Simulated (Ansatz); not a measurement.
Cell and atoms of amorphous In24Sb8Te16:

```xyz
48
Lattice="12.5404 -0.8126 1.0235 -0.8126 11.4722 0.6884 1.0235 0.6884 9.9543" Properties=species:S:1:pos:R:3 pbc="T T T"
In     2.5364     7.8369     2.9811
In     8.6190     4.6404     7.1942
In     8.7600    11.0856     9.9523
In     6.9772     5.4678     9.4800
In    10.8448     1.6798     1.9244
In     5.0455    10.5411     6.8675
In     3.7896     7.0293    10.1575
In     3.1985     2.6848     1.0779
In     9.8834     5.5079    10.4735
In     0.1856    11.1225     7.9058
In    11.7817    10.3132     4.6556
In    11.8474     6.9654     2.3507
In     7.6121     9.2374     5.4759
In     9.4384     7.6442     7.9234
In     1.5989     4.3114     7.6061
In     3.6106     0.2187     3.1224
In    11.9933     2.2473     6.9804
In     7.8149     4.1813     3.2320
In     5.1889     3.5900     5.3735
In     4.0467     7.2808     6.5056
In     6.9167     7.3164     2.0557
In     9.3053     1.1373     4.4924
In     4.5269     1.5305     8.3657
In    12.3894     6.0942     6.1695
Sb     2.2806     5.4432     4.6749
Sb     1.3125    10.0998     1.4868
Sb     4.4169     4.7514     8.2667
Sb     5.8942    11.1635    10.4858
Sb     1.1989     2.9925     3.3115
Sb     6.5011     1.3839     3.4952
Sb     6.1494     1.7972     0.6573
Sb    10.6235     8.7738    10.6141
Te     6.5528     8.3828     8.9152
Te    10.3925     3.9164     5.0843
Te     2.7683     1.7406     5.7154
Te     0.2322     4.9304     1.1110
Te     2.5596     9.4366     8.7892
Te    10.1230     2.5776     9.4044
Te     6.7772     6.1958     5.2901
Te     7.3320     1.8688     6.9355
Te    10.0431    10.9996     7.2115
Te     1.5200     9.4603     5.4031
Te    12.3513     5.9885     9.0115
Te     5.1147     9.4080     3.2789
Te    10.3850     7.6285     4.8806
Te     1.6276     1.8823     9.4487
Te     4.8478     5.1047     2.2280
Te     9.1028    10.2030     2.8853
```

Calculation: PBE-D3(BJ), scalar-relativistic without spin-orbit coupling, PAW (Ansatz default set, large-core Te) (plane waves to 420 eV; Ansatz, a quantum-chemistry and plane-wave program).

It comes from a melt-quench run on a machine-learned potential (CHGNet), relaxed afterwards by DFT. The hot cell started wider than the set density and was brought back towards it in steps. It is the lowest in DFT energy of 3 quenches. It is a model cell: composition and starting density were chosen by hand, and all elements were melted together. The geometry includes D3(BJ) dispersion. Its density started from a set value of 6.30 and ended at 6.81 g/cm³. Cooling (nominally 53 K/ps over its main leg) ran many orders faster than in experiment, which tends to leave more defects and strain. Values belong to this one cell and scatter from quench to quench. Volume and shape were free in the relaxation. Stress components on the final sampling reach 0.8 GPa. On a 2×2×2 Γ-centred mesh force components of up to 0.36 eV/Å stay, since the relaxation ran on one k-point at (1/4, 1/4, 1/4).

Bonds are counted up to In-In 3.41 Å, In-Sb 3.38 Å, In-Te 3.46 Å, Sb-Sb 3.22 Å, Sb-Te 3.40 Å, Te-Te 3.31 Å.

Q: Give the coordination numbers, mean bond lengths and angles.

A: 
```json
{
 "Mean coordination of In": "5.29 (1 with 3, 2 with 4, 11 with 5, 9 with 6, 1 with 7)",
 "Mean coordination of Sb": "5.62 (5 with 5, 1 with 6, 2 with 7)",
 "Mean coordination of Te": "5.12 (1 with 3, 2 with 4, 7 with 5, 6 with 6)",
 "Mean In-Te bond": "3.132 Å (spread 0.138 Å, 74 counted)",
 "Mean In-Sb bond": "3.093 Å (spread 0.109 Å, 31 counted)",
 "Mean In-In bond": "3.128 Å (spread 0.129 Å, 11 counted)",
 "Mean Sb-Te bond": "3.122 Å (spread 0.105 Å, 8 counted)",
 "Bond angle at In": "mean 102.9°, spread 28.2°",
 "Bond angle at Sb": "mean 102.6°, spread 29.4°",
 "Bond angle at Te": "mean 102.9°, spread 29.6°"
}
```
